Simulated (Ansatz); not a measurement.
An Ansatz (a program for electronic structure) run: hypothetical P4_2/mnm InP; Ansatz PBE, scalar-relativistic without spin-orbit coupling.

Input:

Ansatz 0.2 input:
```yaml
crystal:
  lattice:
    - [7.27655253, 0, 0]
    - [0, 7.27655253, 0]
    - [0, 0, 4.2157789186]
  atoms:
    - { symbol: In, position: [0.8218641122, 0.1781358878, 0.5] }
    - { symbol: In, position: [0.1781358878, 0.8218641122, 0.5] }
    - { symbol: In, position: [0.3218641122, 0.3218641122, 0] }
    - { symbol: In, position: [0.6781358878, 0.6781358878, 0] }
    - { symbol: P, position: [0.8195149071, 0.8195149071, 0.5] }
    - { symbol: P, position: [0.1804850929, 0.1804850929, 0.5] }
    - { symbol: P, position: [0.6804850929, 0.3195149071, 0] }
    - { symbol: P, position: [0.3195149071, 0.6804850929, 0] }
basis: { ecutwfc: 420, ecutrho_ratio: 4, xc_grid: 2, fft_grid_basis: typed }
kpoints: { mp_grid: { grid: [5, 5, 8] } }
hamiltonian:
  xc: pbe
  dispersion: none
  pseudopotentials: { kind: paw }
scf: { occupations: { method: fermi_dirac, width: 0.05 }, convergence: { dr2_threshold: 0.0000000008 } }
output: { forces: true, stress: true }
checkpoint: { write: state.ck, write_every: 1000 }
```

Output (explanatory and most iteration lines left out):

```
Pseudopotential: In, paw, valence charge 13
Pseudopotential: P, paw, valence charge 5
Crystal: 8 atoms, lattice volume = 223.218 Å³
Basis set: ecut = 420 eV, 4311 PW (Γ), exchange–correlation on 100×100×60 points (8 copies of the dense FFT grid, shifted against one another)
Bands: 44, of which v1, the nominal top of the filled ones, is band 36 counted from 1 (35 counted from 0)
Symmetry: 16 space group operations
Space group: P42/mnm (ITA 136), of the structure as read, at distance tolerance 6.1e-5 Å
k-points: 30 of 200
Functional: x = pbe(κ = 0.804, μ = 0.2195149727645171), c = pbe(β = 0.06672455060314922)
SCF iter   1: F=—  HF=-25415.569437 eV  |F-HF|=—  |Δ(HF+E_count)|=         —  Δρ=1.56e-3  dr2=1.06e-2  ethr=1.77e-3  ⟨swp⟩=8.9  Hψ=6314  notcnv=0
SCF iter   2: F=—  HF=-25415.565317 eV  |F-HF|=—  |Δ(HF+E_count)|=   4.12e-3  Δρ=6.91e-4  dr2=1.71e-3  ethr=1.47e-5  ⟨swp⟩=2.8  Hψ=2844  notcnv=0  defer=45
SCF 1 converged in 8 iterations: F = -25415.565312 eV  dr2 = 3.99e-10
SCF converged after 8 iterations
Free energy (F): -25415.565312 eV
Internal energy: -25415.565268 eV  (E = F + TS)
E sigma→0 (E₀):  -25415.565290 eV
Entropy (-TS):   -0.000045 eV (-0.006 meV/atom)
Fermi energy:    6.083991 eV
--- Forces (eV/Å), atoms counted from 1 ---
  atom   1  In     0.00035698    -0.00035698     0.00000000
  atom   2  In    -0.00035698     0.00035698    -0.00000000
  atom   3  In     0.00035698     0.00035698    -0.00000000
  atom   4  In    -0.00035698    -0.00035698     0.00000000
  atom   5  P      0.00044432     0.00044432    -0.00000000
  atom   6  P     -0.00044432    -0.00044432     0.00000000
  atom   7  P     -0.00044432     0.00044432    -0.00000000
  atom   8  P      0.00044432    -0.00044432     0.00000000
--- Stress (GPa, compression-positive) ---
       -0.002152       0.000000       0.000000
        0.000000      -0.002152       0.000000
        0.000000       0.000000      -0.000122
  P = ⅓ Tr σ = -0.0015 GPa (-0.015 kbar)
```

No phonon test of stability was made. The cell is InP (space group P4_2/mnm, No. 136; a hypothetical phase, not in the database extracts checked).
